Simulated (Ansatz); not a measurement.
**Pressure series in ZnSnO3**

Consider ZnSnO₃ (space group R3c, No. 161; a = 5.278 Å, c = 14.010 Å (hexagonal axes)).

Cell and atoms are relaxed at each pressure.

Calculations: PBEsol (Ansatz, a program for electronic structure; PAW; 420 eV plane waves; without spin-orbit coupling).

```json
[
 {"P (GPa)": "-2.00", "V (Å³/atom)": "11.396"},
 {"P (GPa)": "-1.01", "V (Å³/atom)": "11.331"},
 {"P (GPa)": "0.29", "V (Å³/atom)": "11.250"},
 {"P (GPa)": "0.71", "V (Å³/atom)": "11.224"},
 {"P (GPa)": "1.51", "V (Å³/atom)": "11.176"},
 {"P (GPa)": "3.00", "V (Å³/atom)": "11.089"},
 {"P (GPa)": "5.00", "V (Å³/atom)": "10.978"},
 {"P (GPa)": "7.50", "V (Å³/atom)": "10.846"},
 {"P (GPa)": "10.00", "V (Å³/atom)": "10.722"}
]
```

A third-order Birch–Murnaghan fit to these points gives V₀ = 11.27 Å³/atom, B₀ = 181 GPa and B₀′ = 4.2. At pressure 10 GPa the volume is 95.2 % of V₀.

Between the base and pressure 10 GPa the gap moves from 1.25 eV to 1.55 eV, a mean slope of 30 meV/GPa.

Load acts through the strain it causes; cell and atoms are relaxed under it. Whether these cells are dynamically stable was not tested. No other phases were tried under pressure.
